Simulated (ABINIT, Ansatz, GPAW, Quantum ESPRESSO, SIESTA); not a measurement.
**One structure in several programs: PdAu3 (Pm-3m, 4 atoms in the cell)**

Self-consistent single point.

```
PdAu3
1.0
    4.07108     0.00000     0.00000
    0.00000     4.07108     0.00000
    0.00000     0.00000     4.07108
Pd Au
1 3
Direct
  0.00000   0.00000   0.00000
  0.00000   0.50000   0.50000
  0.50000   0.00000   0.50000
  0.50000   0.50000   0.00000
```

All programs got the same cell, k-point mesh and kind of occupations (in Ansatz's words: kpoints.mp_grid.grid = 11 11 11; scf.occupations.method = gaussian; scf.occupations.width = 0.02 Ry); potentials, basis and cutoffs are each program's usual ones.

| code | model | pressure (GPa) | k-points | cutoff |
|---|---|---|---|---|
| Quantum ESPRESSO | PBEsol, GBRV 1.5 ultrasoft (PBESOL) pseudopotentials | -5.48 | 56 | 40 Ry |
| Ansatz | PBEsol, PAW files made with PBE | -5.37 | 56 | 30.9 Ry |
| SIESTA | GGA PBEsol, numerical atomic orbitals TZP, PseudoDojo PBEsol standard norm-conserving potentials (rewritten from UPF to PSML) | -6.65 | 666 | grid 400 Ry |
| ABINIT | PBEsol, PAW (JTH v2.0 PBE PAW, files made for PBE) | -4.93 | 56 | 26 Ha |
| GPAW | PBEsol, GPAW PAW datasets PBEsol (made by gpaw-setup) | -3.02 | 56 | 550 eV |

The spread over the programs that give each value: pressure within 3.63 GPa.

The starting cell comes from a database of computed structures (which also holds hypothetical and non-ambient phases and stackings), without a prior relaxation at this level. On Ansatz's run: Spin-orbit coupling is off. Spin polarisation is off. In the base run, with a pressure of about -5 GPa the cell is away from its equilibrium volume at this level.

Task: Why do the programs differ, and what cannot be compared?

Result: Differences of this kind can come from the potentials, where these differ, and from what each basis and cutoff leave unconverged. The valence holds different numbers of electrons (Quantum ESPRESSO 49, Ansatz (a quantum-chemistry and plane-wave program) 75, SIESTA 75, ABINIT 51, GPAW 49). The zero of total energies and Fermi levels follows the potentials and each program's conventions, so they are not compared here. SIESTA uses small atom-centred bases, whose incompleteness enters pressures, forces and empty levels differently from a plane-wave cutoff. Ansatz's pressure is given at a fixed set of plane waves, as the other plane-wave codes print theirs; with its correction for the finite basis it is -5.33 GPa. Ansatz's smearing width was typed in Ry to four decimals, so it matches the others to a few per cent. The programs reduce the same mesh by symmetry to different extents, which changes the work and not the result. In the pressure, SIESTA (by 1.50) and GPAW (by 2.14) lie more than 1 GPa from the median of the plane-wave programs.

Left out of this page: Elk and FLEUR (not drawn, or without a comparable value).

Keys are those of Ansatz 0.2.
